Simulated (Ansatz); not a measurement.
CsCl-type RuAl was calculated with B3LYP (VWN-RPA form) in Ansatz (plane waves, PAW).

Numerical settings: plane-wave cutoff 460 eV, 10×10×10 k mesh, Fermi–Dirac smearing 0.05 eV, no spin polarisation, scalar-relativistic PAW data made under PBE.

Energies at three volumes about the minimum:

```json
[
 {"V (Å³/atom)": "13.248", "E − E_lowest (meV/atom)": "3.63"},
 {"V (Å³/atom)": "13.504", "E − E_lowest (meV/atom)": "0.00"},
 {"V (Å³/atom)": "13.841", "E − E_lowest (meV/atom)": "4.68"}
]
```

### Question
Fit a parabola by hand: where is the minimum, what lattice constant follows, and what is the bulk modulus?

### Answer
Slopes: (0.00 − 3.63)/(13.504 − 13.248) = -14.180 and (4.68 − 0.00)/(13.841 − 13.504) = 13.887 meV/Å³. Curvature E″ = 2 × (13.887 − (-14.180))/(13.841 − 13.248) = 94.661 meV/Å⁶. From the middle of the first interval, the slope vanishes at V0 = 13.3760 − (-14.180)/94.661 = 13.526 Å³/atom. B = V0 E″ = 13.526 × 94.661 meV/Å³ × 0.1602 GPa per meV/Å³ = 205 GPa. With 2 atoms in the cube, a = (2 × 13.526)^(1/3) = 3.002 Å. The full Birch–Murnaghan fit to all volumes gives V0 = 13.520 Å³/atom and B0 = 206 GPa.

Measured, for comparison: lattice constant a 2.992 Å (temperature not stated, copied from a table, unchecked, not corrected to a static lattice; as tabulated in Acta Metallurgica 41, 863 (1993)).

Note: the run has no spin polarisation, so it can have missed a magnetic state.

Ansatz is a first-principles code.
